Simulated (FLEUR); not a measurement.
Input and output of a self-consistent single point for Tl (P6_3/mmc, 4 atoms in the cell) (FLEUR).

Computed with PBE, all-electron FLAPW (FLEUR), scalar-relativistic valence run with FLEUR.

The change in words: lattice scaled by 0.98. Reference geometry:
```
CELL_PARAMETERS angstrom
      3.47671     0.00000     0.00000
     -1.73836     3.01092     0.00000
      0.00000     0.00000    11.16308
ATOMIC_POSITIONS crystal
  Tl 0.00000 0.00000 0.00000
  Tl 0.00000 0.00000 0.50000
  Tl 0.33333 0.66667 0.25000
  Tl 0.66667 0.33333 0.75000
```

Reference input (self-consistent single point, DFT, PBE, all-electron FLAPW (FLEUR), scalar-relativistic valence): Kmax = 3.8 1/bohr; GmaxXC = 15.2 1/bohr; xcFunctional = pbe; jspins = 1; l_soc = F; mode = gauss; fermiSmearingEnergy = 0.00183747 Htr; mesh (inpgen div1-3) = 7 7 2; inpgen gamma flag = true; Gmax = 15.2 1/bohr; numbands = 0; maxIterBroyd = 25. This run's input differs from it in these lines:

```diff
@@ -3,5 +3,5 @@
 &input film=f /
-6.5700315525 0.0000004845 0.0000000000
--3.2850161958 5.6898139859 0.0000000000
-0.0000000000 0.0000000000 21.0951695765
+6.4386315658 0.0000004312 0.0000000000
+-3.2193161563 5.5760182859 0.0000000000
+0.0000000000 0.0000000000 20.6732655424
 1.0
@@ -45,5 +45,5 @@
          <bravaisMatrix>
-            <row-1>    6.5700315524999997     0.0000004845000000     0.0000000000000000</row-1>
-            <row-2>   -3.2850161957999999     5.6898139858999999     0.0000000000000000</row-2>
-            <row-3>    0.0000000000000000     0.0000000000000000    21.0951695764999982</row-3>
+            <row-1>    6.4386315657999997     0.0000004312000000     0.0000000000000000</row-1>
+            <row-2>   -3.2193161563000001     5.5760182859000000     0.0000000000000000</row-2>
+            <row-3>    0.0000000000000000     0.0000000000000000    20.6732655423999994</row-3>
          </bravaisMatrix>
```

The program printed (abridged):

```
 Iteration:     1   Distance:       6.13900372 me/bohr^3
 Iteration:     2   Distance:       5.72159338 me/bohr^3
 Iteration:     3   Distance:       1.57323239 me/bohr^3
 Iteration:     4   Distance:       0.33571053 me/bohr^3
 Iteration:     5   Distance:       0.36299161 me/bohr^3
   [... 6 lines left out ...]
 Iteration:    12   Distance:       0.00025705 me/bohr^3
 Iteration:    13   Distance:       0.00002659 me/bohr^3
 Iteration:    14   Distance:       0.00002293 me/bohr^3
 Iteration:    15   Distance:       0.00000268 me/bohr^3
 Run finished successfully
 Stop message:
   Structural relaxation: Done

[file out, last iteration]
             iter=     16
[...]
          total density-effective poten   -1.4415613670E+05
          total charge density-energy d   -1.5281572733E+03
 Updated energy parameters for spin:           1
[...]
 fermi energy and band-weighting factors:

[...]
FERMIE:
          first approx. to ef    (T=0)  :   0.291419 htr   (energy of the highest occ. eigenvalue)
          number of occ. states  (T=0)  :        416
          first approx. to seigv (T=0)  :  -3.329299 htr
          sum of weights of occ. states :  26.051020
          sum of semicore charge        :   0.000000 e
          fermi energy=   0.29208 har   work function=  -7.94801 ev
          number of valence electrons=  52.00000
     band-weighting factor for spin=    1
   [... lines left out ...]
          total moment                 =     0.00000
 Direct bandgap for spin            1 :    2.2303511713651691E-002  Htr
 ---->    free energy=                    -81155.6694589906 htr
   [... lines left out ...]
      extrapolation for T->0
 ---->    total electron energy=          -81155.6694589906 htr
 ***** TOTAL FORCES ON ATOMS *****
 TOTAL FORCE FOR ATOM TYPE=  1  X=  0.000   Y=  0.000   Z=  0.000
                       FX_TOT= 0.000000 FY_TOT= 0.000000 FZ_TOT= 0.000000
 TOTAL FORCE FOR ATOM TYPE=  2  X=  3.219   Y= -1.859   Z=  5.168
                       FX_TOT= 0.000000 FY_TOT= 0.000000 FZ_TOT= 0.000000
 Structural relaxation: Done
```

The run converged in 15 iterations. FLEUR gives forces in its relaxation mode, with a further iteration, so its stop message speaks of a relaxation. Against the reference run the total energy rises by 37.7 meV/atom.

The starting cell comes from a database of computed structures (which also holds hypothetical and non-ambient phases and stackings), without a prior relaxation at this level. Its lattice was rescaled by a random factor within 2.5 % of one. For this run, on top of that: lattice scaled by 0.98. Spin-orbit coupling is off. Values depend on the basis (sphere radii, cutoffs, local orbitals), which need not be converged. The log's line on a gap gives a spacing of levels on this mesh, which the program prints for metals too.

Cost on one core of a shared machine: roughly 90 s.
